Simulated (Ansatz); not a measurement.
The reference is Ti in the hcp (Mg type) structure (space group P6_3/mmc, No. 194; relaxed with 0.1 eV smearing).

```xyz
2
Lattice="2.9364 0.0000 0.0000 -1.4682 2.5430 0.0000 0.0000 0.0000 4.6402" Properties=species:S:1:pos:R:3 pbc="T T T"
Ti     1.4682     0.8477     3.4802
Ti     0.0000     1.6953     1.1601
```

Cartesian axes are those of the cell as printed.

Method: r2SCAN (Ansatz, an electronic-structure program), no SOC.

Before the change:

Shortest interatomic distance: 2.874 Å

Perturbation: tensile biaxial strain of 2.50 % in the plane normal to [001], as in epitaxy on a mismatched substrate; the out-of-plane cell vector and the atoms relax.

### Question
What does the calculation give for the out-of-plane strain, in-plane stress and shortest interatomic distance after the change?

### Answer
The out-of-plane strain amounts to -1.91 %; the mean in-plane stress (compression positive) comes out as -5.0 GPa; the shortest interatomic distance decreases by 0.0100 Å (2.874 Å → 2.863 Å).

No phonon test of stability was made. All final runs are without spin polarisation.
